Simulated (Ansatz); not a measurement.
Work function of faces of hcp Tl in PBE and in r2SCAN, in Ansatz (plane waves, PAW). Symmetric slabs relaxed with PBE from ideal cuts in 1x1 cells (the lowest computed cut and spin start of each face; real faces may reconstruct in larger cells); r2SCAN values are single points on them, with the bulk at the same level. No spin-orbit coupling, no U.

| face | PBE (eV) | r2SCAN (eV) |
|---|---|---|
| (0001) | 3.55 | 3.54 |
| (10-10) | 3.52 | 3.53 |
| (10-11) | 3.52 | 3.53 |
| (10-12) | 3.51 | 3.53 |
| (10-13) | 3.49 | 3.51 |
| (11-20) | 3.58 | 3.61 |
| (11-21) | 3.50 | 3.52 |
| (11-22) | 3.51 | 3.52 |
| (11-23) | 3.50 | ? |

**Question.** Fit a straight line y = a·x + b by least squares to the 8 complete rows (x: PBE (eV); y: r2SCAN (eV)).

**Answer.** the means are x̄ = 3.5225 and ȳ = 3.5362; Σ(x − x̄)² = 0.0059500 and Σ(x − x̄)(y − ȳ) = 0.0058750, so a = 0.987 and b = ȳ − a·x̄ = 0.058. The largest residual is 0.023.

**Question.** What does the line predict for the withheld row, (11-23), and what did the calculation give?

**Answer.** the line gives 3.51; the calculation gave 3.52, a miss of 0.01, of the size of the fitted rows' scatter and rounding.

Ansatz is a first-principles code.
